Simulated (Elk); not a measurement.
Troubleshooting Elk: a failed run on TcPd (Pm-3m, 2 atoms in the cell). The aim is a self-consistent single point with DFT, LDA (PW92), all-electron FP-LAPW, Elk's shipped species files, LAPW+lo basis.

Cell that was meant: a = 3.2366 Å, b = 3.2366 Å, c = 3.2366 Å, α = 90.00°, β = 90.00°, γ = 90.00°.

Part of the input:

```

atoms
  2   : nspecies
  'tc.in'   : spfname
  1   : natoms; atposl, bfcmt below
  0.0000000000  0.0000000000  0.0000000000    0.0 0.0 0.0
  'Pd.in'   : spfname
```

Output, abridged:

```
│ Elk code version 10.2.4 started │

Error(readspecies): error opening species file ./tc.in
```

Question: From the messages shown, name the fault and mend the input.

Answer: The fault is a potential or basis that cannot be found (species file name in the wrong case). The input names a file or set that is not where the program looks, or that does not exist under that name. To fix it, correct the name or place the file. The program stopped before any SCF iteration.

The sound input it was made from differs as follows (other fixes are possible):
```diff
-  'tc.in'   : spfname
+  'Tc.in'   : spfname
```

With that input, the run converged in 19 iterations: total energy -253736.4319 eV; Fermi level (on the code's own zero) 7.95 eV (DFT, LDA (PW92), all-electron FP-LAPW, Elk's shipped species files, LAPW+lo basis).

On the sound input: the starting cell was generated: these elements placed on a structure prototype, without a prior relaxation; it need not be a known phase or ordering of this composition. Its lattice was rescaled by a random factor within 2.5 % of one. Spin polarisation is off. Values depend on the basis (sphere radii, cutoffs, local orbitals), which need not be converged.
